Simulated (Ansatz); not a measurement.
## Worked sum: formation energy of CeO2 (fluorite, Fm-3m) from the elements

Consider the formation energy of CeO2 (fluorite, Fm-3m) from the elements. Reaction: Ce (fcc) + O2 (gas) → CeO2 (fluorite). Negative: the products are lower in energy. The value is per atom of the solid.

CeO2 (fluorite, Fm-3m), 3 atoms in the cell; spin state with PBE: no moments. Conventional cell: a = b = c = 5.4646 Å, α = β = γ = 90.00°.

Ansatz (a quantum-chemistry and plane-wave program) with PAW potentials; structures come from PBE relaxations, nuclei static, no net charge. Ansatz runs with its PAW set soft_1. Other levels take these structures. The lattices are those relaxed with PBE, so at other levels the solids can be strained. A dispersion term (D3(BJ), or D4 for r2SCAN) was computed beside these levels and is taken off wherever the name lacks it. Space groups of crystals are read within 0.01 Å. The runs are scalar-relativistic, without spin-orbit coupling. Runs with 4f elements can settle in higher electronic states, so these values are less sure.

Total energies of the cells in eV, at zero smearing width. They compare only within one column; the weights balance every element.

```csv
cell,atoms,weight,r2SCAN
CeO2 (fluorite),3,+1,-7732.93486
Ce (fcc),1,−1,-6589.82618
O2 (gas),2,−1,-1131.97288
```

r2SCAN: (-7732.93486) − (-6589.82618) − (-1131.97288) = -11.136 eV; dividing by 3 atoms gives -3.71 eV/atom.

What follows from the r2SCAN value: A formula unit of CeO2 has 3 atoms, so it forms with -3.7119 × 3 = -11.136 eV, or -1074.5 kJ/mol at 96.485 kJ/mol per eV.
